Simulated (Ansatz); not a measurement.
**How far PBE and PBEsol part for Sn, x(Ge) = 0.333, 6 atoms, P-3m1**

Base system: Sn in the diamond structure (space group Fd-3m, No. 227; a = 6.655 Å).

(Cell as relaxed with PBE.)

Levels (all Ansatz, a program for electronic structure, PAW): PBE (420 eV, scalar-relativistic without spin-orbit coupling); PBEsol (420 eV, spin-orbit coupling left out).

Each level relaxes its own structure.

```json
[
 {"base": "volume per atom", "PBE": "36.85 Å³", "PBEsol": "34.97 Å³"},
 {"base": "lattice parameter a", "PBE": "6.655 Å", "PBEsol": "6.540 Å"},
 {"base": "band gap", "PBE": "zero", "PBEsol": "zero"}
]
```

The change: a fraction x = 0.333 of the Sn sites is given to Ge, ordered in a cell of 6 atoms (starting symmetry P-3m1) and fully relaxed.

```csv
quantity,PBE,PBEsol
mixing energy (to 0.01 eV only: unlike meshes or grids),+0.04 eV/atom,…
band gap,zero,…
shortest interatomic distance,2.506 Å,…
```

Question: What does PBEsol give?

Answer: 
- mixing energy (to 0.01 eV only: unlike meshes or grids), PBEsol: +0.04 eV/atom
- band gap, PBEsol: zero
- shortest interatomic distance, PBEsol: 2.469 Å

PBE's shortest interatomic distance lies 0.0378 Å above PBEsol's (1.5 %); the two agree on the mixing energy and band gap. Neither level is exact; PBEsol is the comparison here, not a measurement.

Each cell is one ordered arrangement of few atoms, which overstates ordering effects compared with a random alloy. Whether these cells are dynamically stable was not tested. All final runs are without spin polarisation. The zero or small gap of Sn2Ge and Ge can change with the level of theory.
